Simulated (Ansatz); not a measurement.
A constructed model of the (100) surface of fcc Pd, a pseudomorphic layer of Mn in the host's stacking (bottom of the slab: a bare face, its two planes held)

All values below come from PBE (plane waves to 420 eV, PAW; Ansatz, a first-principles code).

Slab: 7 atoms, 12.0 Å thick at the start; k 13x13x1, smearing 0.1 eV, dipole-corrected; 2 atoms held, the rest relaxed; start symmetry kept, larger cells not searched; spin-polarised, ending with about 4.8 μB a cell; orders that need a larger cell were not tried, no spin-orbit, no U. It is one candidate, not shown to be the stable structure of the face.

The work function of the top face is 3.75 eV. The energy released by relaxation is 0.26 eV and the magnetic moment of the cell is 4.84 μB. The cost is around 2.7 core-minutes (rough).
